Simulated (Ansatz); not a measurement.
Base system: Nb in the bcc (W type) structure (space group Im-3m, No. 229; a = 3.303 Å). Axes: x, y, z lie along the cube axes.

The values are results of Kohn–Sham DFT with the r2SCAN functional, run in Ansatz (an electronic-structure program) with PAW and 500 eV plane waves, without spin-orbit coupling, not measurements.

Strains are applied to the cell and any free atomic positions relax.

One change was made to it. Results:

```csv
quantity,base,after
energy relative to the base (free energy F),0 meV/atom,+0.1 meV/atom
"pressure (mean of the normal stresses, compression positive)",0.0 GPa,0.0 GPa
```

### Question
What was done to the base?
A) isotropic strain +1.20 %
B) uniaxial strain ε_yy = −0.63 %
C) tensor shear ε_xz = −0.51 %

### Answer
C, tensor shear ε_xz = −0.51 %. For comparison, the pressure in the other runs: isotropic strain +1.20 % gives -5.8 GPa; uniaxial strain ε_yy = −0.63 % gives 1.1 GPa.

Without a gap, meshes like the base's 20×20×20 leave anisotropic stresses uncertain by several tenths of a GPa, and small strain energies with them. Whether these cells are dynamically stable was not tested. All final runs are without spin polarisation.
